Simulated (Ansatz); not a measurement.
Take Os in the hcp (Mg type) structure (space group P6_3/mmc, No. 194; relaxed with 0.1 eV smearing) as the base.

```
CELL_PARAMETERS angstrom
      2.72903     0.00000     0.00000
     -1.36451     2.36341     0.00000
      0.00000     0.00000     4.30906
ATOMIC_POSITIONS crystal
  Os 0.66667 0.33333 0.75000
  Os 0.33333 0.66667 0.25000
```

All numbers come from Ansatz (a quantum-chemistry and plane-wave program), PBEsol, PAW, cutoff 420 eV, scalar-relativistic without spin-orbit coupling.

Base values:

| Property | Value |
|---|---|
| Pressure | 0.0 GPa |
| Band gap | zero |

Now apply this change: the cell is scaled by 1.0100 in all directions, atoms relaxed at fixed cell.

Question: Estimate the effect on the energy relative to the base, pressure and band gap.

Answer: The energy rises by 16 meV/atom; the pressure (mean of the normal stresses, compression positive) goes from zero to -12.0 GPa; the band gap remains zero.

The cells carry an imposed strain or load. No phonon test of stability was made. All final runs are without spin polarisation.
